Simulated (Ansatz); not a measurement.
For BeS (model structure, from the NiAs type, P6₃/mmc, No. 194), PBE-D3(BJ) (plane waves, PAW; Ansatz, a first-principles code) gives:

```
Property                    Value
-------------------  ------------
lattice parameter a       3.255 Å
lattice parameter c       5.172 Å
cohesive energy      4.30 eV/atom
band gap                  1.41 eV
```

Problem. What does r²SCAN (plane waves, PAW; Ansatz) give for the same quantities?

Solution. 
- lattice constant a: 3.300 Å (goes up by 1.4 %)
- lattice parameter c: 5.255 Å (grows by 1.6 %)
- cohesive energy: 4.02 eV/atom (falls by 0.28 eV/atom)
- band gap: 1.81 eV (grows by 0.40 eV)

Changes are worked out from the printed values.

Unless a cell is named, each level is at its own relaxed cell (PBE-D3(BJ) 11.86, r²SCAN 12.39 Å³/atom).

Density-functional gaps are differences of (generalised) Kohn–Sham levels.

Ansatz's density-functional and Hartree–Fock values are scalar-relativistic unless marked +SOC, with PAW data made under PBE.

A model structure was made by putting elements into a prototype or built by hand; it is no filed structure, need not be a known phase, and can be a saddle point held by its symmetry.
